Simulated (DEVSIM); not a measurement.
**GaN n+/n-/n+ resistor**

Structure: GaN n+/n-/n+ resistor, at 400 K.

```
layer (left to right)  material  thickness (μm)  Nd (cm⁻³)  τn (s)  τp (s)
---------------------  --------  --------------  ---------  ------  ------
1                           GaN           0.200       8e17  3.1e-9  3.1e-9
2                           GaN           0.110     1.1e13  3.1e-9  3.1e-9
3                           GaN           0.120     3.8e17  3.1e-9  3.1e-9
```

Left contact: ohmic. Right contact: ohmic. Voltage is applied to the left contact. Recombination: SRH at mid-gap, radiative, Auger. Mobility is μmin + (μ − μmin)/(1 + (N/Nref)^α).

The device is made up for the run: typed textbook-type constants, with dimensions and the other settings drawn at random. Values at 300 K; Nc and Nv go as T^1.5, mobilities as T to minus their exponent, the gap by Varshni's rule with the affinity fixed.

```tsv
parameter	GaN
gap (eV)	3.43
affinity (eV)	4.1
permittivity	9.5
Nc (cm⁻³)	2.3e18
Nv (cm⁻³)	4.6e19
μn (cm²/Vs)	1200
μp (cm²/Vs)	100
μn,min	55
μp,min	3
Nref,n	2e17
Nref,p	3e17
αn	1
αp	2
T exponent of μn	1.5
T exponent of μp	2
B (cm³/s)	1e-11
Cn (cm⁶/s)	1e-30
Cp (cm⁶/s)	1e-30
Varshni α (eV/K)	0.00091
Varshni β (K)	830
```

Model (solved in DEVSIM): 1D drift-diffusion, Boltzmann statistics, complete ionisation; no tunnelling, impact ionisation, image-force lowering or self-heating.

Dark forward current:

```
V (V)  J (A/cm²)
-----  ---------
0.05       12000
0.10       23000
0.20       47000
0.25       60000
0.35       86000
0.40      100000
0.50      130000
0.55      140000
0.65      170000
0.70      190000
0.75      200000
0.85      240000
0.90      250000
1.00      290000
1.05      300000
1.15      340000
1.20      350000
1.30      390000
1.35      410000
1.40      430000
1.50      460000
1.55      480000
1.65      520000
1.70      540000
1.80      570000
1.85      590000
1.95      630000
2.00      650000
```
